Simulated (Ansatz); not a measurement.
# GaAs: alloy series

Take GaAs in the zinc blende structure (space group F-43m, No. 216; a = 5.6667 Å) as the base.

The other end (x = 1) is GaN in the zinc blende structure (space group F-43m, No. 216): 11.37 Å³/atom, gap 2.17 eV; this end may not be an ambient phase.

N replaces a fraction x of As; each row is one arrangement (x, atoms in the cell, starting space group or random), fully relaxed.

Calculations: r2SCAN/PAW in Ansatz (a program for electronic structure), no spin-orbit coupling.

Notes on the quantities. mixing energy: to 0.01 eV only: unlike meshes or grids.

```tsv
change	band gap	shortest interatomic distance	mixing energy
base	0.96 eV	2.454 Å	–
x(N) = 0.25, 8 atoms, Pmm2	zero	1.985 Å	+0.18 eV/atom
x(N) = 0.25, 8 atoms, P-4m2	0.17 eV	2.122 Å	+0.222 eV/atom
x(N) = 0.5, 8 atoms, Pmn2_1	zero	1.961 Å	+0.24 eV/atom
x(N) = 0.667, 6 atoms, P3m1	zero	1.939 Å	+0.35 eV/atom
x(N) = 0.75, 8 atoms, Cm	zero	1.936 Å	+0.27 eV/atom
x(N) = 0.75, 8 atoms, P-43m	zero	2.023 Å	+0.31 eV/atom
```

These are small ordered cells, not random alloys; other orderings at the same x differ. Whether these cells are dynamically stable was not tested. All final runs are without spin polarisation. This is not the structure that GaN has at room temperature and ambient pressure. The zero or small gap of Ga4As3N, Ga2AsN, Ga3AsN2 and Ga4AsN3 can change with the level of theory.
